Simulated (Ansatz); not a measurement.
A computed series for Ta: response to strain

The parent structure is Ta in the bcc (W type) structure (space group Im-3m, No. 229; a = 3.2541 Å; relaxed with 0.1 eV smearing). Axes: x, y, z lie along the cube axes.

Strains are applied to the cell and any free atomic positions relax; under biaxial strain the out-of-plane vector relaxes too.

Method: LDA/PAW in Ansatz (a program for electronic structure), scalar-relativistic without spin-orbit coupling.

Notes on the quantities. energy relative to the base: free energy F.

| change | shortest interatomic distance | out-of-plane strain | energy relative to the base |
|---|---|---|---|
| base | 2.818 Å | – | 0 meV/atom |
| biaxial strain −3.00 %, plane normal [001], relaxed out of plane | 2.798 Å | +3.71 % | +29 meV/atom |
| biaxial strain −2.50 %, plane normal [001], relaxed out of plane | 2.801 Å | +3.04 % | +20 meV/atom |
| biaxial strain −1.00 %, plane normal [001], relaxed out of plane | 2.811 Å | +1.18 % | +3.0 meV/atom |
| biaxial strain −0.50 %, plane normal [001], relaxed out of plane | 2.814 Å | +0.58 % | +0.7 meV/atom |
| biaxial strain +0.50 %, plane normal [001], relaxed out of plane | 2.822 Å | -0.58 % | +0.7 meV/atom |
| biaxial strain +1.00 %, plane normal [001], relaxed out of plane | 2.826 Å | -1.16 % | +2.8 meV/atom |
| biaxial strain +1.50 %, plane normal [001], relaxed out of plane | 2.830 Å | -1.74 % | +6.2 meV/atom |
| biaxial strain +2.50 %, plane normal [001], relaxed out of plane | 2.838 Å | -2.95 % | +16 meV/atom |
| biaxial strain +3.00 %, plane normal [001], relaxed out of plane | 2.842 Å | ? | ? |

What belongs in the blanks?


- biaxial strain +3.00 %, plane normal [001], relaxed out of plane, out-of-plane strain: -3.60 %
- biaxial strain +3.00 %, plane normal [001], relaxed out of plane, energy relative to the base: +23 meV/atom

Whether these cells are dynamically stable was not tested. All final runs are without spin polarisation.
